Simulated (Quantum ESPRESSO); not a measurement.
## σyy against uniaxial strain in rock-salt HfN (space group 225): C12 (Quantum ESPRESSO, PBEsol)

```yaml
crystal:
  lattice:
    - [0.00000, 2.24917, 2.24917]
    - [2.21543, 0.00000, 2.24917]
    - [2.21543, 2.24917, 0.00000]
  atoms:
    - { symbol: Hf, position: [0.00000, 0.00000, 0.00000] }
    - { symbol: N, position: [0.50000, 0.50000, 0.50000] }
```

Level of theory: PBEsol, GBRV 1.5 ultrasoft (PBESOL) pseudopotentials (plane waves; Quantum ESPRESSO). Settings: ecutwfc = 52 Ry; ecutrho = 416 Ry; occupations = smearing; smearing = fermi-dirac; degauss = 0.0036749 Ry; potentials = {Hf: hf_pbesol_v1.uspp.F.UPF, N: n_pbesol_v1.2.uspp.F.UPF}; K_POINTS = automatic 26 26 26 0 0 0; conv_thr = 1e-10 Ry. The cell above is the first row's. The rows stretch one cube axis (x) by the strain ε and hold the other two. Stress is positive in tension. In all rows fractional positions and the k mesh are held.

| ε (%) | σyy (GPa) |
|---|---|
| -1.5 | -1.62 |
| -1.0 | -1.02 |
| -0.5 | -0.43 |
| 0.0 | 0.14 |
| 0.5 | 0.70 |
| 1.0 | 1.24 |
| 1.5 | 1.77 |
| 2.0 | ? |

Task: Fit σyy against ε with a parabola, and predict the withheld value at ε = 2.0.

Result: Least squares gives σyy = 0.141 + 1.1300·ε - 0.0295·ε². Residuals (row less fit): 0.000, -0.002, 0.001, -0.001, 0.001, -0.001, 0.000; standard error 0.002 (degrees of freedom: 4). The slope at ε = 0, 1.1300 GPa per cent, gives C12 ≈ 100 × 1.1300 = 113 GPa, for the static lattice. At the withheld row, σyy = 0.141 + 1.1300 × 2.0 - 0.0295 × 2.0² = 2.283 GPa. The calculation gives 2.28 GPa, which the fit meets to the printed digits. The row lies outside the fitted rows, so this is an extrapolation.

Carrying the step between the two nearest rows on in a straight line would have given 2.30, off by 0.02; series whose last step already gives the withheld value aren't shown. The reference cell has the volume at which an earlier scan in this program and functional put its minimum by a fit. The runs keep the symmetry of the cell, so they don't test it for distortions. The unstrained cell stands at a pressure of -0.14 GPa, and the constants belong to that pressure. By symmetry this strain leaves no force on the atoms; the largest in the rows is 0.000 eV/Å. Spin-orbit coupling is off. Without a gap such slopes are sensitive to mesh and smearing. Cutoffs and mesh are single choices, not tested for convergence of this quantity. Series with a scatter that would blur these digits, or in which a gap closes, are not shown. Strain series were run only where this level's volume lies within 10 % of a first guess from the measured size.
